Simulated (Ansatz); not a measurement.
**Point defect V_W+Ge_W in bcc W**

Method: PBE, PAW (plane waves to 420 eV; Ansatz, a first-principles code). Set-up: 54-site cell; 4×4×4 shifted k-points; start: the W site; W 2.76 Å away; no spin–orbit coupling; energies good to tenths of an eV; the relaxation kept the symmetry of the starting site; relaxed from one start, so a lower configuration may exist.

Neighbours after relaxation, in Å: of the emptied site: Ge 2.36; of the Ge atom: W 2.69, W 2.69, W 2.69.

Formation energies E_f are those of the neutral cell. Chemical conditions: host crystal and elements as references (Δμ(W) = 0.00 eV, Δμ(Ge) = 0.00 eV; Ge taken from its element, since no compound that bounds it was computed at this level; only phases computed here count, gases as isolated molecules at 0 K). Reference phases: Ge: germanium, W: bcc W.

The name describes the start; the neighbours show where the atoms ended.

```json
[
 {"charge": "0", "moment (μB)": "not spin-polarised", "point group": "C3v", "largest move off a lattice site (Å)": "0.40", "E_f, host crystal and elements as references (eV)": "3.61"}
]
```

Point groups are those of the whole cell at tolerances of 0.03 and 0.1 Å ("near" where only the looser one holds); none is given for unsettled states.

All states together cost about 60 core-minutes (a rough figure).
